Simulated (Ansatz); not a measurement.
## Smallest direct gap on the k points sampled of PbSnS2 (Pmc2₁, No. 26, 8 atoms in the cell; start mp-1218951) at several levels of theory

No measured value is used here.

| level (code) | value (eV) |
|---|---|
| LDA (Ansatz) | 0.87 |
| PBEsol (Ansatz) | 0.88 |
| PBEsol+SOC (Ansatz) | 0.55 |
| HSE06 (Ansatz) | 1.42 |
| HSE06+SOC (Ansatz) | 0.98 |
| PBE0 (Ansatz) | 2.02 |

At these levels the smallest gap is indirect and lower: LDA 0.71, PBEsol 0.71, PBEsol+SOC 0.41, HSE06 1.17, HSE06+SOC 0.78, PBE0 1.74 eV. Computed values are for a static lattice. Levels without +SOC have no spin–orbit coupling; where heavier elements are present it shifts gaps, mostly down, and can invert bands.  Values are at the PBE-D3(BJ) cell. Cutoffs and k meshes differ between the levels. Ansatz's density-functional and Hartree–Fock values are scalar-relativistic unless marked +SOC, with PAW data made under PBE.

A start named mp-… is a Materials Project structure, which need not be a measured phase.

Ansatz is a program for electronic structure.
